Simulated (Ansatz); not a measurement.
Take MoTe2 in the 2H-MoS2 type structure (space group P6_3/mmc, No. 194; a = 3.542 Å, c = 14.182 Å; layered, stacked along the Cartesian z axis) as the base. Axes: x lies along a and z along c of the hexagonal cell.

Computed with r2SCAN+rVV10 (Ansatz, a program for electronic structure, PAW, no spin-orbit coupling).

Strains are applied to the cell and any free atomic positions relax.

One change was made to it. Results:

```json
[
 {"quantity": "smallest direct gap", "base": "1.08 eV", "after": "1.17 eV"},
 {"quantity": "largest internal atomic displacement", "base": "–", "after": "0.036 Å"},
 {"quantity": "energy relative to the base (free energy F)", "base": "0 meV/atom", "after": "+5.4 meV/atom"},
 {"quantity": "valence-band top at Γ (three highest levels, from the VBM)", "base": "0.00, -0.50, -0.98 eV", "after": "0.00, -0.45, -1.03 eV"}
]
```

Problem. Which of these changes matches the shifts?
(A) strain tensor (xx, yy, zz, yz, xz, xy) = (−1.35, −0.07, +0.17, +0.32, −0.11, −0.92) %
(B) isotropic strain −1.26 %
(C) isotropic strain −0.62 %
(D) strain tensor (xx, yy, zz, yz, xz, xy) = (+0.70, −1.58, +0.75, −2.79, −0.73, +1.43) %

Solution. B, isotropic strain −1.26 %. For comparison, the energy relative to the base in the other runs: strain tensor (xx, yy, zz, yz, xz, xy) = (−1.35, −0.07, +0.17, +0.32, −0.11, −0.92) % gives +3.4 meV/atom; isotropic strain −0.62 % gives +1.3 meV/atom; strain tensor (xx, yy, zz, yz, xz, xy) = (+0.70, −1.58, +0.75, −2.79, −0.73, +1.43) % gives +10 meV/atom.

Spin-orbit coupling, missing from the scalar runs, can matter with Te. Gaps are Kohn–Sham eigenvalue differences; semilocal functionals usually give less than the measured gap. No phonon test of stability was made.
